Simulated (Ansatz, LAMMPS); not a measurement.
## How well does each level of theory give the lattice constant a of L1₂ (Cu3Au-type) Cu₃Au?

Reference value: 3.75 Å (measured, temperature not stated, not corrected to a static lattice; as tabulated in Nepal et al. (2019), arXiv:1905.09348).

Problem. What do EAM u3, PBE, PBE-D3(BJ), B3LYP (VWN-RPA form), Hartree–Fock give, and how far is each from the reference?

Solution. 
| level (code) | value (Å) | difference (%) |
|---|---|---|
| EAM u3 (LAMMPS) | 3.753 | +0.08 |
| PBE (Ansatz) | 3.780 | +0.80 |
| PBE-D3(BJ) (Ansatz) | 3.719 | -0.83 |
| B3LYP (VWN-RPA form) (Ansatz) | 3.844 | +2.51 |
| Hartree–Fock (Ansatz) | 4.049 | +7.97 |

The reference's temperature isn't stated, so close values are not ranked against it. Off by more than 1.25 %, or 1.75 % on the side where a correction would as a rule narrow the miss (bounds picked here): Hartree–Fock (+7.97 %), B3LYP (VWN-RPA form) (+2.51 %).

The reference isn't brought to a static lattice, while the calculations are for one, so the differences are not the levels' errors alone. A static lattice is as a rule a little smaller than the measured one.  Density-functional levels without +SOC have no spin–orbit coupling. B3LYP (VWN-RPA form), Hartree–Fock: the run has no spin polarisation, so it can have missed a magnetic state. Hartree–Fock: the cell is over a tenth larger than the published one: the level's own overestimate first of all, though another phase or state, or a fault of the published cell, is possible. Cutoffs and k meshes differ between the levels. Ansatz's density-functional and Hartree–Fock values are scalar-relativistic unless marked +SOC, with PAW data made under PBE.

Empirical potentials (EAM u3) are fitted to chosen data: where that held the value shown, agreement is built in, and what lay outside the fit can be far off.

Differences are worked out from the printed values.

Ansatz is an electronic-structure program.
